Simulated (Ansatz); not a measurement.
The parent structure is C in the diamond structure (space group Fd-3m, No. 227; a = 3.532 Å).

All numbers come from DFT with LDA, PAW potentials and a 420 eV plane-wave cutoff in Ansatz (a first-principles code), scalar-relativistic without spin-orbit coupling.

Strains are applied to the cell and any free atomic positions relax.

One change was made to it. Results:

| quantity | base | after |
|---|---|---|
| pressure | 0.00 GPa | 7.21 GPa |
| band gap | 4.17 eV | 4.21 eV |
| energy relative to the base (free energy F) | 0 meV/atom | +1.9 meV/atom |

Task: Which change produced these results?
(A) isotropic strain −0.50 %
(B) isotropic strain −1.00 %
(C) isotropic strain +2.50 %
(D) isotropic strain +2.00 %
(E) isotropic strain −2.00 %

Result: A, isotropic strain −0.50 %. For comparison, the energy relative to the base in the other runs: isotropic strain +2.50 % gives +42 meV/atom; isotropic strain +2.00 % gives +27 meV/atom; isotropic strain −2.00 % gives +31 meV/atom; isotropic strain −1.00 % gives +7.5 meV/atom.

No phonon test of stability was made.
